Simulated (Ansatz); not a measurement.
A self-consistent single point of LuMn₂Ge₂ (I4/mmm, 5 atoms in the cell) with Ansatz (a first-principles code).

Level of theory: LDA (PW92), PAW files made with PBE (plane waves; Ansatz).

```
CELL_PARAMETERS angstrom
     -2.00801     2.00801     5.42546
      2.00801    -2.00801     5.42546
      2.00801     2.00801    -5.42546
ATOMIC_POSITIONS crystal
  Lu 0.00000 0.00000 0.00000
  Mn 0.75000 0.25000 0.50000
  Mn 0.25000 0.75000 0.50000
  Ge 0.61238 0.61238 0.00000
  Ge 0.38762 0.38762 0.00000
```
Moments meant for the start (each program seeds them in its own way; μB, in the order of the atoms Lu Mn Mn Ge Ge): 0.0 4.0 4.0 0.0 0.0.

Reference input (self-consistent single point, DFT, LDA (PW92), plane waves, PAW files made with PBE): basis.ecutwfc = 420 eV; kpoints.mp_grid.grid = 7 7 7; hamiltonian.xc = lda; hamiltonian.pseudopotentials = {kind: paw} (the program's default PAW files); magnetization.spin_polarized = true; scf.occupations.method = fermi_dirac; scf.occupations.width = 0.1 eV. This run's input differs from it in these lines:

Ansatz 0.2 input:
```diff
@@ -13,3 +13,3 @@
 basis:
-  ecutwfc: 420.0
+  ecutwfc: 380.0
 kpoints:
```

Output, abridged:

```
SCF iter   1: F=—  HF=-30610.557033 eV  |F-HF|=—  |Δ(HF+E_count)|=         —  Δρ=1.22e-1 (↑1.22e-1 ↓5.99e-2)  dr2=4.27e0  dr2_m=6.35e0  M=4.249 μB ∫|m|=4.836 μB  β_m=0.30  ethr=3.10e-3  ⟨swp⟩=6.0  Hψ=15707  notcnv=0
Mixer restart at iter 1: flushing history
all-band conjugate gradients solve this SCF's bands
preconditioner: auto → Kerker (q_TF=auto, 2.704 Å⁻¹)
spin=Collinear: Kerker preconditioning applied to the charge; magnetization (m = ρ↑ − ρ↓) channel mixes plain (no charge-response kernel on spin).
   [... lines left out ...]
SCF iter  14: F=—  HF=-30608.952274 eV  |F-HF|=—  |Δ(HF+E_count)|=   6.26e-8  Δρ=4.90e-6 (↑4.90e-6 ↓2.68e-6)  dr2=4.87e-8  dr2_m=3.48e-9  M=4.287 μB ∫|m|=4.938 μB  β_m=0.85  ethr=4.02e-10  ⟨swp⟩=2.3  Hψ=7877  notcnv=0  defer=176
SCF iter  15: F=-30608.952274 eV  HF=-30608.952274 eV  |F-HF|=3.52e-8  |Δ(HF+E_count)|=   1.14e-8  Δρ=3.03e-6 (↑2.61e-6 ↓3.03e-6)  dr2=3.87e-8  dr2_m=7.58e-11  M=4.287 μB ∫|m|=4.938 μB  ethr=5.86e-11  ⟨swp⟩=10.2  Hψ=22675  notcnv=0
SCF 1 converged in 15 iterations: F = -30608.952274 eV  dr2 = 3.87e-8
WARN: an SCF from antiferromagnetic starting moments (0.00, -4.00, 4.00, 0.00, 0.00 Bohr magnetons, atom by atom) was not made, by what the run has read of …
Magnetization: 4.2874 μB (43.6437 up, 39.3563 down)
   [... lines left out ...]
Absolute magnetization: 4.9383 μB (∫|ρ↑−ρ↓|, with the PAW one-centre terms)
Free energy (F): -30608.952274 eV
Fermi energy:    13.814356 eV
   [... lines left out ...]
  atom   5  Ge    -0.00000000     0.00000000    -1.41693758
--- Stress (GPa, compression-positive) ---
      -17.206940       0.000000       0.000000
        0.000000     -17.206940       0.000000
        0.000000      -0.000000     -13.172371
  P = ⅓ Tr σ = -15.8621 GPa (-158.621 kbar)
  The stress holds the Pulay correction. Without it, at fixed plane waves, as pw.x and ABINIT print it: P = -16.2138 GPa
```

The run converged in 15 iterations. Against the reference run the free energy goes up by 3.1 meV/atom, the pressure hardly changes (-15.91 to -15.86 GPa), the largest force hardly changes (1.420 to 1.417 eV/Å) and the size of the net moment stays at 0.86 μB/atom.

The starting cell comes from a database of computed structures (which also holds hypothetical and non-ambient phases and stackings), without a prior relaxation at this level. The magnetic order is the one reached from the typed start; others were not searched systematically. The program warned that, by what it read of turns of the moments, another magnetic order lies lower. Forces in this geometry exceed 1 eV/Å. Ansatz's pressure includes its estimate of the finite-basis (Pulay) stress. The cutoff lies below the one recommended for these files.

Cost on one core of a shared machine: roughly 30 s.
